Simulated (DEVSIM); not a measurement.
Device: double heterostructure, In0.53Ga0.47As between p- and n-type InP, at 300 K.

Layer 1 from the left is InP, thickness (μm) 0.640, Na (cm⁻³) 3.1e17, τn (s) 7.6e-10, τp (s) 7.6e-10. Layer 2 from the left is In0.53Ga0.47As, thickness (μm) 0.140, Nd (cm⁻³) 3.3e14, τn (s) 7.6e-10, τp (s) 7.6e-10. Layer 3 from the left is InP, thickness (μm) 0.290, Nd (cm⁻³) 1.2e17, τn (s) 7.6e-10, τp (s) 7.6e-10.

Left contact: ohmic. Right contact: ohmic. Voltage is applied to the left contact. Recombination: SRH at mid-gap, radiative. Mobility is μmin + (μ − μmin)/(1 + (N/Nref)^α).

This is a model device: material constants are rounded textbook-type values typed into the input, and sizes, dopings and lifetimes were drawn at random. Values at 300 K.

InP: gap (eV) 1.344, affinity (eV) 4.38, permittivity 12.5, Nc (cm⁻³) 5.7e17, Nv (cm⁻³) 1.1e19, μn (cm²/Vs) 5200, μp (cm²/Vs) 170, μn,min 400, μp,min 10, Nref,n 3e17, Nref,p 4.9e17, αn 0.47, αp 0.62, B (cm³/s) 1.2e-10. In0.53Ga0.47As: gap (eV) 0.74, affinity (eV) 4.51, permittivity 13.9, Nc (cm⁻³) 2.1e17, Nv (cm⁻³) 7.7e18, μn (cm²/Vs) 12000, μp (cm²/Vs) 300, μn,min 300, μp,min 10, Nref,n 1.3e17, Nref,p 4.9e17, αn 0.48, αp 0.4, B (cm³/s) 9.6e-11.

Model (solved in DEVSIM): 1D drift-diffusion, Boltzmann statistics, complete ionisation; no tunnelling, impact ionisation, image-force lowering or self-heating. Band offsets follow the typed affinities; no thermionic-emission limit at abrupt steps, no polarisation charge.

### Question
What does the simulation give for the potential step across the device at zero bias, the dark forward voltage at 1 A/cm²?

### Answer
potential step across the device at zero bias 1.211 V; dark forward voltage at 1 A/cm² 0.455 V.
